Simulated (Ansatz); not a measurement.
# What uniaxial strain ε_xx = −3.00 % does to Re

Consider Re in the hcp (Mg type) structure (space group P6_3/mmc, No. 194; a = 2.752 Å, c = 4.440 Å; relaxed with 0.1 eV smearing). Axes: x lies along a and z along c of the hexagonal cell.

Perturbation: the cell is compressed by 3.00 % along x with no lateral relaxation, atoms relaxed at fixed cell.

Computed with PBEsol/PAW in Ansatz (a quantum-chemistry and plane-wave program), no SOC. k-mesh 24×24×13 (Γ-centred); smearing 0.1 eV (Fermi–Dirac).

The volume per atom shrinks by 0.44 Å³ (14.56 Å³ → 14.12 Å³) and the space group goes from P6_3/mmc (No. 194) to Cmcm (No. 63). The shortest interatomic distance decreases by 0.061 Å (2.730 Å → 2.669 Å) and the energy rises by 29 meV/atom. The pressure (mean of the normal stresses, compression positive) goes from zero to 13.0 GPa and the band gap stays zero. The largest internal atomic displacement is 0.011 Å and the stress (xx, yy, zz, yz, xz, xy; compression positive) comes out as (22.3, 9.4, 7.3, 0.0, 0.0, 0.0) GPa.

Stability against distortions was not tested. All final runs are without spin polarisation.
